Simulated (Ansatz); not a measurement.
We consider AlB2-type YSi2, described by LDA (Ansatz, a first-principles code, PAW).

Run with plane-wave cutoff 520 eV, 18×18×14 k mesh (along the axes of the cell as run), Fermi–Dirac smearing 0.05 eV, scalar-relativistic PAW data made under PBE.

Computed at the level's own relaxed cell.

Problem. What does this level give for the lattice constant a, lattice parameter c and bulk modulus B0?

Solution. 
- lattice constant a = 4.032 Å
- lattice parameter c = 3.866 Å
- bulk modulus B0 = 95.1 GPa

The run finds no gap.

Note: the relaxation could not lower the start's symmetry, so the cell can be a saddle point above a distorted one; the bulk modulus is −V dP/dV from two relaxed cells at ±2 % in volume.

Computed values are for the static lattice.

Cost on a shared machine: about 120 core-seconds (a rough figure).
